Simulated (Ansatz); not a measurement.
Cell and atoms of amorphous Si24O50Hf:

```xyz
75
Lattice="10.5459 -0.1905 0.0702 -0.1905 10.2854 -0.0763 0.0702 -0.0763 10.3893" Properties=species:S:1:pos:R:3 pbc="T T T"
Si     3.3676     0.1436     8.0932
Si     5.0568     4.3449     2.4751
Si     5.5428     0.9180     5.9973
Si     9.3589     9.4204     2.4223
Si     1.7527     0.5340     2.8821
Si     0.5439     6.1821     5.9449
Si     2.2069     2.8234     9.3060
Si     6.9076     9.3790     4.0869
Si     9.0726     7.8670     4.7567
Si     7.3060     2.4972     7.6662
Si     1.5039     0.9419     5.9575
Si     2.3638     3.8365     6.4208
Si     5.0102     5.2264     5.3730
Si     7.1626     5.5150     7.7655
Si     5.6263     6.4861     0.1155
Si     0.3124     6.3902     9.1471
Si     7.1509     9.0696     0.3961
Si     3.2132     7.5392     5.7062
Si     3.1731     7.5846     8.9219
Si     8.6896     7.9917     8.5830
Si     9.3947     0.0700     6.9757
Si     2.3106     3.4745     1.7563
Si    10.3609     3.5255     0.4362
Si     4.0838     9.8641     3.8195
O      0.7550     4.0115     1.7014
O      2.9371     9.9115     2.6540
O      4.3142     6.8656     9.7984
O      6.6475     2.3919     9.1569
O      1.1582     4.6801     5.6806
O      3.2333     9.2098     9.0924
O      3.5677     8.9779     5.0768
O      6.0904     5.5461     6.5435
O      2.9046     3.5239     0.2190
O      6.2832     7.7801     0.8786
O      0.2951     6.2452     7.5346
O      2.0005    10.1586     6.9088
O      3.0061     1.4795     8.9240
O      1.3527     0.3971     4.4511
O      4.7900     0.3224     7.3197
O      5.4006     5.4750     1.3572
O      5.6429     4.6182     3.9895
O     10.4384     4.8366     9.9753
O      1.7786     6.9848     9.5219
O      3.8562     4.3126     6.0531
O      3.4119     4.2868     2.6363
O      8.6613     9.0067     1.0275
O      6.1971     2.3478     6.4520
O      5.5090     9.3103     3.2296
O      4.2545     6.5873     4.9135
O      9.6910     6.4475     5.2854
O      1.6440     7.2495     5.3940
O      3.4138     7.3268     7.3183
O      9.8380     8.1506     3.3331
O      6.7441    -0.1170     5.5550
O      2.3406     2.3120     5.9040
O      7.3575     8.7045     9.1869
O      8.8744     2.9647     0.7909
O      9.5495     9.2886     8.0822
O      6.7645     0.2703     0.7538
O      9.1740     9.2468     5.6642
O      8.2782     1.1792     7.4646
O      9.6771     7.2381     9.6280
O      8.1227     6.8383     7.5441
O      0.0466     1.2914     6.5581
O      5.7630     2.9883     1.8956
O      2.2269     1.9870     2.3876
O      6.5717     5.6676     9.3066
O      0.6660     2.5283     9.8036
O      7.9208     4.0393     7.6118
O      2.2003     3.8753     8.0540
O      0.3759     0.1525     2.0763
O      4.5907     1.0293     4.6531
O      8.3029    -0.1115     3.3290
O      7.4531     7.8537     4.4148
Hf     7.0397     2.2035     0.6335
```

Computed with PBE, scalar-relativistic without spin-orbit coupling (plane waves to 420 eV, PAW; Ansatz, a program for electronic structure).

A CHGNet melt-quench gave the starting glass, which DFT then relaxed. O atoms were pushed apart under 1.9 Å during the dynamics, to hinder bonds among them. The hot cell started wider than the set density and was brought back towards it in steps. It is the lowest in DFT energy of 2 quenches. It is a model cell: composition and starting density were chosen by hand, and all elements were melted together. No dispersion term was used. Its density started from a set value of 2.44 and ended at 2.44 g/cm³. The simulated quench (nominally 320 K/ps over its main leg) is rapid and tends to freeze in more defects than a deposited or slowly cooled glass has. A cell of this size samples the disorder only roughly. The volume was held where the preparation left it and the shape relaxed, at a PBE pressure of 0.7 GPa. Stress components on the final sampling reach 0.7 GPa.

Cut-offs for bonds: Si-Si 2.60 Å, Si-O 1.90 Å, Si-Hf 2.89 Å, O-O 1.58 Å, O-Hf 2.65 Å, Hf-Hf 3.34 Å. Two cations that share two anions don't count as bonded, nor two that share one unless they lie closer than Si-Si 2.38 Å, Si-Hf 2.81 Å, Hf-Hf 3.25 Å.

**Question.** Give the coordination numbers, mean bond lengths and angles.

**Answer.** 
- Mean coordination of Si by anions: 4.00 (24 with 4)
- Mean coordination of O: 2.00 (50 with 2)
- Mean coordination of Hf by anions: 4.00 (1 with 4)
- Mean Si-O bond: 1.635 Å (spread 0.016 Å, 96 counted)
- Mean O-Hf bond: 1.962 Å (spread 0.019 Å, 4 counted)
- Bond angle at Si: mean 109.5°, spread 5.4°
- Bond angle at O: mean 140.0°, spread 16.6°
- Bond angle at Hf: mean 109.4°, spread 7.1°

**Question.** List the pairs of like atoms that count as bonded by the rules above.

**Answer.** There are none by these rules.
